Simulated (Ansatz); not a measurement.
Reference: LuH2 (Fm-3m), PBEsol, DFPT electron-phonon coupling, linearised Boltzmann equation (plane waves, PAW, scalar-relativistic; Ansatz, a program for electronic structure); geometry: relaxed with this functional, without spin-orbit coupling.

```cif
data_H8Lu4
_chemical_formula_sum 'Lu4 H8'
_space_group_name_H-M_alt 'Fm-3m'
_space_group_IT_number 225
_space_group_name_Hall '-F 4 2 3'
_cell_length_a 4.95836
_cell_length_b 4.95836
_cell_length_c 4.95836
_cell_angle_alpha 90.000
_cell_angle_beta 90.000
_cell_angle_gamma 90.000
loop_
_atom_site_label
_atom_site_type_symbol
_atom_site_symmetry_multiplicity
_atom_site_Wyckoff_symbol
_atom_site_fract_x
_atom_site_fract_y
_atom_site_fract_z
_atom_site_occupancy
Lu1 Lu 4 a 0.00000 0.00000 0.00000 1
H1 H 8 c 0.25000 0.25000 0.25000 1
```
(The calculation used a cell of 3 atoms; values per cell refer to that cell.)

The resistivity at 300 K comes out as 11.7 μΩ·cm and the mean free path at 300 K is 11.9 nm. The electron-phonon coupling λ comes out as 0.27 and the logarithmic mean phonon energy is 25 meV.

Problem. Replace Lu by V on the same sites and relax. What happens?

Solution. VH2 (Fm-3m): volume per atom 10.2 to 6.0 Å³; resistivity at 300 K stays about the same (11.7 μΩ·cm to 11.8 μΩ·cm); mean free path at 300 K falls (11.9 nm to 6.2 nm); electron-phonon coupling λ rises (0.27 to 0.30); logarithmic mean phonon energy rises (25 meV to 29 meV).

Problem. Swap Lu for Nb, keeping the structure type. How do these values move?

Solution. NbH2 (Fm-3m): volume per atom 10.2 to 7.7 Å³; resistivity at 300 K stays about the same (11.7 μΩ·cm to 11.3 μΩ·cm); mean free path at 300 K falls (11.9 nm to 7.7 nm); electron-phonon coupling λ rises (0.27 to 0.38); logarithmic mean phonon energy falls (25 meV to 23 meV).

Problem. Replace Lu by Ta on the same sites and relax. What happens?

Solution. TaH$_{2}$ (Fm-3m): volume per atom 10.2 to 7.6 Å³; resistivity at 300 K rises (11.7 μΩ·cm to 18.1 μΩ·cm); mean free path at 300 K falls (11.9 nm to 4.7 nm); electron-phonon coupling λ rises (0.27 to 0.73); logarithmic mean phonon energy falls (25 meV to 15.0 meV).

Moves up to 7 % count as about the same. Metals; harmonic phonons alone scatter; means over directions. The mean free path is weighted by the current that each state carries. Halving the electron mesh moves these values by up to 5 %; q meshes are mostly untested. Some of the runs warned that the eigensolver left states short of its tolerance. Spin-orbit coupling is left out.

Formula and space group known from diffraction (Crystallography Open Database), not checked to be the room-temperature form: LuH2 (Fm-3m), NbH2 (Fm-3m), VH2 (Fm-3m). Computed structure with no diffraction record at hand here (it may be known, metastable or hypothetical): TaH2 (Fm-3m). Treated as nonmagnetic (a ferromagnetic start lost its moment, other orders weren't tried): VH2 (Fm-3m). The missing spin-orbit coupling matters most for LuH2 (Fm-3m), TaH2 (Fm-3m).
